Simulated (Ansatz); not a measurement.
Take PbTe in the rock salt structure (space group Fm-3m, No. 225) as the base.

```yaml
crystal:
  lattice:
    - [0.00000, 3.18980, 3.18980]
    - [3.18980, 0.00000, 3.18980]
    - [3.18980, 3.18980, 0.00000]
  atoms:
    - { symbol: Te, position: [0.50000, 0.50000, 0.50000] }
    - { symbol: Pb, position: [0.00000, 0.00000, 0.00000] }
```

Cartesian axes are those of the cell as printed.

Calculations: LDA in Ansatz (plane waves to 420 eV, PAW, scalar-relativistic without spin-orbit coupling).

Perturbation: every lattice vector is stretched by 0.50 %, atoms relaxed at fixed cell.

Question: Predict the stress tensor and what it implies for the stiffness.

Answer: Stress of the strained cell less that of the base (GPa, compression positive):
```
  -0.71    0.00    0.00
   0.00   -0.71    0.00
   0.00    0.00   -0.71
```

Then B = −ΔP/(ΔV/V₀) with ΔV/V₀ = 0.0151 gives secant stiffness values (nonlinear terms included at this strain): B ≈ 47 GPa.

Stability against distortions was not tested.

Ansatz is a program for electronic structure.
